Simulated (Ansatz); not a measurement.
## CdO: point defects

Take an 8-atom supercell of CdO in the rock salt structure (space group Fm-3m, No. 225; a = 4.768 Å) at its relaxed geometry as the base.

One neutral defect a cell, atoms relaxed at fixed cell.

All numbers come from PBE, PAW, 420 eV (Ansatz, a first-principles code; scalar-relativistic without spin-orbit coupling), earlier PAW set.

```json
[
 {"change": "perfect supercell", "largest displacement of a host atom from its site in the perfect cell": "–", "pressure": "0.0 GPa"},
 {"change": "Li interstitial (started 1.86 Å from the nearest host atom), symmetric start", "largest displacement of a host atom from its site in the perfect cell": "0.24 Å", "pressure": "12.4 GPa"},
 {"change": "Li interstitial (started 2.06 Å from the nearest host atom)", "largest displacement of a host atom from its site in the perfect cell": "0.24 Å", "pressure": "12.4 GPa"},
 {"change": "Si on a Cd site", "largest displacement of a host atom from its site in the perfect cell": "?", "pressure": "?"},
 {"change": "Cd on a O site (antisite), symmetric start", "largest displacement of a host atom from its site in the perfect cell": "0.00 Å", "pressure": "35.2 GPa"},
 {"change": "O on a Cd site (antisite)", "largest displacement of a host atom from its site in the perfect cell": "0.64 Å", "pressure": "?"}
]
```

Task: What belongs in the blanks?

Result: 
- Si on a Cd site, largest displacement of a host atom from its site in the perfect cell: 0.60 Å
- Si on a Cd site, pressure: 1.3 GPa
- O on a Cd site (antisite), pressure: -3.0 GPa

The cell is small, so the values are those of an ordered compound at a high defect concentration; dilute-limit values will differ. The mesh was chosen for an insulator and is coarse for the gapless case. Defects with a symmetric start kept the site's symmetry and may sit on a saddle; the others started slightly shaken. The final runs are not spin-polarised.
